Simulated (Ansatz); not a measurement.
Take BP (space group P6_422, No. 181; a = 3.260 Å, c = 6.940 Å; a hypothetical phase, not in the database extracts checked) as the base. Axes: x lies along a and z along c of the hexagonal cell.

Perturbation: tensor shear ε_xy = −0.74 % (engineering shear γ = -0.0148), atoms relaxed at fixed cell.

Levels (all Ansatz, a quantum-chemistry and plane-wave program, PAW): PBEsol (420 eV, spin-orbit coupling left out); r2SCAN (500 eV, scalar-relativistic without spin-orbit coupling).

The geometry is relaxed with PBEsol.

```
Item                    Value
--------------------  -------
PBEsol band gap          zero
PBEsol pressure       0.0 GPa
PBEsol gap character   absent
```

How does going to r2SCAN change the band gap, pressure and gap character?

The band gap changes from zero to 0.14 eV; the pressure goes from zero to 3.6 GPa; the gap character becomes indirect, Γ → B (PBEsol: absent).

Single points use the geometry relaxed with PBEsol. Their cutoffs differ, which shifts pressures a little. The mesh was chosen for an insulator and is coarse for the gapless case. The cells carry an imposed strain or load. Whether these cells are dynamically stable was not tested. The base started in P3_121 and relaxed to P6_422 at this level. All final runs are without spin polarisation. A zero or small gap of BP can be the functional's error rather than a property of the material. k-point labels follow each cell's own Brillouin zone.
